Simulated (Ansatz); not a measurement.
A computed series for C: response to strain

Base system: C in the diamond structure (space group Fd-3m, No. 227; a = 3.554 Å). Axes: x, y, z lie along the cube axes.

Strains are applied to the cell and any free atomic positions relax; under biaxial strain the out-of-plane vector relaxes too; under stress the whole cell relaxes.

Level of theory: PBEsol, PAW, 420 eV (Ansatz, a first-principles code; no spin-orbit coupling), earlier PAW set.

| variant | volume per atom | gap character | band gap |
|---|---|---|---|
| base | 5.61 Å³ | indirect, Γ → Γ–X (75 % along) | 4.04 eV |
| biaxial strain −1.20 %, plane normal [001], relaxed out of plane | 5.49 Å³ | indirect, Γ → Γ–X (75 % along) | 3.88 eV |
| biaxial strain −1.12 %, plane normal [110], relaxed out of plane | 5.49 Å³ | indirect, Γ → Γ–X (75 % along) | 3.89 eV |
| biaxial strain −4.85 %, plane normal [111], relaxed out of plane | 5.11 Å³ | indirect, Γ → k = (0, 0.438, -0.438) in the run's primitive reciprocal basis | 3.86 eV |
| isotropic strain +0.23 % | 5.65 Å³ | indirect, Γ → Γ–X (75 % along) | 4.02 eV |
| isotropic strain +0.33 % | 5.67 Å³ | indirect, Γ → Γ–X (75 % along) | 4.01 eV |
| uniaxial strain ε_yy = +5.58 % | 5.92 Å³ | indirect, Γ → Γ–X (75 % along) | 3.24 eV |
| uniaxial stress, 8 GPa compression along x | 5.58 Å³ | indirect, Γ → k = (0, 3/8, 3/8) in the run's primitive reciprocal basis | 3.82 eV |
| uniaxial stress, 8 GPa tension along x | ___ | indirect, Γ → Γ–X (75 % along) | ___ |
| tensor shear ε_xy = +1.01 % | 5.61 Å³ | indirect, Γ → Γ–X (75 % along) | 3.95 eV |

**Question.** Some entries are withheld; estimate them.

**Answer.** 
- uniaxial stress, 8 GPa tension along x, volume per atom: 5.64 Å³
- uniaxial stress, 8 GPa tension along x, band gap: 3.91 eV

Stability under load was not tested beyond the relaxation. Labels are those of the standard path for the cell's own space group.
